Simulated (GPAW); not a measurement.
## Convergence study of the plane-wave cutoff for Ca (Fm-3m, 1 atom in the cell)

```xyz
1
Lattice="0.0000 2.7984 2.7984 2.7984 0.0000 2.7984 2.7984 2.7984 0.0000" Properties=species:S:1:pos:R:3 pbc="T T T"
Ca     0.0000     0.0000     0.0000
```

Method of the run: PBEsol, GPAW PAW datasets PBEsol (made by gpaw-setup) (plane waves; GPAW).

Base settings: mode = pw; ecut = 550 eV; xc = PBEsol; kpts = 4 4 4; mesh shift (steps) = 0 0 0; occupations.name = methfessel-paxton; occupations.width = 0.1 eV; occupations.order = 0; nbands = -5; convergence.density = 1e-05 e/electron.

The second cell is the first with its lattice scaled by 0.98.

The mesh stays at the base's, so the ladder's end is converged at best in this setting alone.

Only quantities that move along the ladder and can be compared are tabulated.

The count of work is k-points × plane waves × bands × iterations; it is no time. 

The starting cell has typed, rounded lattice constants, without a prior relaxation at this level. Its lattice was rescaled by up to half a per cent. Without a gap this mesh is coarse (it stands for a supercell whose shortest vector is 16 Å).

| ecut | free energy less the last step's (meV/atom) | energy of the compressed cell less the first (meV/atom) | pressure (GPa) | count of work / last |
|---|---|---|---|---|
| 190 eV | 665.59 | -4.14 | -1.58 | 0.052 |
| 220 eV | 573.68 | 0.58 | -3.17 | 0.069 |
| 250 eV | 434.09 | -6.32 | -4.09 | 0.11 |
| 275 eV | 306.20 | -6.79 | -4.09 | 0.090 |
| 300 eV | 206.95 | -4.22 | -3.68 | 0.12 |
| 330 eV | 116.72 | -6.14 | -2.93 | 0.12 |
| 385 eV | 37.76 | -9.96 | -1.85 | 0.17 |
| 440 eV | 11.61 | -9.19 | -1.32 | 0.21 |
| 495 eV | 4.53 | -9.24 | -1.15 | 0.23 |
| 550 eV | 2.44 | -9.40 | -1.11 | 0.29 |
| 605 eV | 1.30 | -9.12 | -1.10 | 0.37 |
| 660 eV | 0.54 | -9.08 | -1.09 | 0.38 |
| 740 eV | 0.03 | -9.09 | -1.08 | 0.43 |
| 825 eV | -0.12 | -9.10 | -1.08 | 0.53 |
| 960 eV | -0.09 | -9.17 | -1.07 | 0.71 |
| 1100 eV | -0.05 | -9.16 | -1.07 | 0.77 |
| 1320 eV | 0.00 | -9.12 | -1.08 | 1.0 |

Coarsest ecut that holds the pressure within 0.05 GPa of the last step, with all finer ones: 550 eV, at 0.29 of the last step's count of work; the step before is off by 0.08 GPa.

Coarsest ecut that holds the energy of the compressed cell less the first within 1 meV/atom of the last step, with all finer ones: 385 eV, at 0.17 of the last step's count of work; the step before is off by 3.0 meV/atom.

Coarsest ecut that holds the free energy within 1 meV/atom of the last step, with all finer ones: 660 eV, at 0.38 of the last step's count of work; the step before is off by 1.3 meV/atom.

The energy difference between the two cells stays within 1 meV/atom of the last step's from 385 eV on, the total only from 660 eV on: much of the error is common to both cells and cancels.
